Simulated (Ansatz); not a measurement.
1T (CdI2-type) MnI2 was calculated with LDA (Ansatz, an electronic-structure program, PAW).

Settings: plane-wave cutoff 520 eV, 12×12×6 k mesh (along the axes of the cell as run), Fermi–Dirac smearing 0.01 eV, spin-polarised with parallel moments, scalar-relativistic PAW data made under PBE.

Cell (measured lattice):

```yaml
crystal:
  lattice:
    - [4.16000, 0.00000, 0.00000]
    - [-2.08000, 3.60267, 0.00000]
    - [0.00000, 0.00000, 6.82000]
  atoms:
    - { symbol: Mn, position: [0.00000, 0.00000, 0.00000], spin: 4.0 }
    - { symbol: I, position: [0.33333, 0.66667, 0.23420] }
    - { symbol: I, position: [0.66667, 0.33333, 0.76580] }
```

Q: Predict the band gap, smallest direct gap on the k points sampled and Γ–Γ gap.

A: 
band gap: 0.81 eV
smallest direct gap on the k points sampled: 0.92 eV
Γ–Γ gap: 1.15 eV

Note: the magnetic order was assumed, not searched for or taken from measurement; cell and atoms aren't relaxed at this level (largest force component 0.15 eV/Å, pressure -2.4 GPa).

Spins in the cell block are starting values.

Spin–orbit coupling is not included; with these elements it can move the gap by several tenths of an eV or more.

Static lattice: no zero-point or thermal effects.
